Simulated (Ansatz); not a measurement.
```
CELL_PARAMETERS angstrom
      3.21838    -0.00012    -0.02456
      1.60917     2.78719    -0.02857
     -1.88618    -0.67796    36.66023
ATOMIC_POSITIONS crystal
  Ga 0.55109 0.49328 0.03487
  Ga 0.25483 0.18147 0.10607
  N  0.57899 0.50899 0.08827
  N  0.28248 0.19901 0.15962
  Ga 0.62518 0.53822 0.17786
  Ga 0.32873 0.22810 0.24949
  N  0.65272 0.55558 0.23128
  N  0.35586 0.24571 0.30290
  Ga 0.69844 0.58511 0.32114
  Ga 0.40401 0.27152 0.39267
  N  0.72575 0.60109 0.37459
  N  0.38501 0.42247 0.44449
  Si 0.56772 0.64529 0.48879
  Si 0.67349 0.69330 0.62628
  Si 0.97023 0.00187 0.55774
  Si 0.37558 0.38208 0.69494
  C  0.63000 0.66412 0.54167
  C  0.70046 0.71018 0.67855
  C  0.99851 0.02172 0.61025
  C  0.23841 0.31076 0.47523
  Si 0.74425 0.73745 0.76344
  Si 0.81501 0.78171 0.90063
  Si 0.11297 0.09289 0.83209
  Si 0.51700 0.47023 0.96899
  C  0.77119 0.75429 0.81570
  C  0.84213 0.79850 0.95310
  C  0.14005 0.10986 0.88453
  C  0.40265 0.39897 0.74736
```

The first 12 atoms are the substrate (GaN-wz), the rest the film (SiC-4H).

Values marked by level come from PBE (plane waves to 420 eV, PAW; Ansatz, a first-principles code); HSE06 (plane waves to 420 eV, PAW; Ansatz). Geometries and values that name no level are of the first. No spin–orbit coupling; PBE gaps are too small against experiment. Its k-point mesh 8×8×1, Fermi–Dirac width 0.05 eV. HSE06 ran on meshes of its own (7×7×4, 6×6×2); its edges and gaps are taken over the mesh and over extra points off it, mostly where PBE has its edges.

### Question
Describe the bonding at the interfaces and give the band alignment.

### Answer
A periodic stack without vacuum, 4H silicon carbide (0 0 1) on wurtzite GaN (0 0 1) (film strained to the substrate, started from cuts of the bulks and a machine-learned relaxation; metallic at this level, with no gap by band count; slabs Ga6N6 and Si8C8, which can lie off the formulas): substrate slab Ga6N6, film Si8C8, surface cells [[0, -1], [1, 0]] and [[0, 1], [-1, 0]], film strained by +4.0 and +4.0 %, outermost planes Ga/N and C/Si as cut, which need not be the usual terminations and can put a slab off its formula.
* **interface area**: 9.0 Å²
* **period**: 36.64 Å
* **heights between the nearest atoms of the two slabs at the two interfaces**: 1.13 and 2.41 Å
* **Ga–Si contacts across the interfaces within 1.22 times the sum of covalent radii**: 1, mean 2.41 Å
* **N–Si contacts across the interfaces within 1.22 times the sum of covalent radii**: 1, mean 1.92 Å
* **C–N contacts across the interfaces within 1.22 times the sum of covalent radii**: 1, mean 1.38 Å
* **PBE gap of the stack on the mesh, by band count**: none or nearly none, so that the stack is metallic at this level
* **two interfaces**: unlike, so that offsets are their mean
* **Fermi level over the substrate's valence edge (PBE)**: +1.42 eV
* **valence offset, film less substrate (PBE, at the middle of a substrate layer that carries a field)**: +0.46 eV
* **conduction offset (PBE, at the middle of a substrate layer that carries a field)**: +0.63 eV
* **valence offset, film less substrate (HSE06 edges on the PBE line-up, at the middle of a substrate layer that carries a field)**: +0.69 eV
* **conduction offset (HSE06 edges on the PBE line-up, at the middle of a substrate layer that carries a field)**: +0.53 eV
* **spin-polarised check at this geometry**: keeps a moment, energy 0.00 eV
* **slope of the mean potential energy in the substrate**: +8.0 MV/cm × e
* **levels of the stack inside the substrate's PBE gap at the listed points (of the film's bands or of the interfaces)**: 8
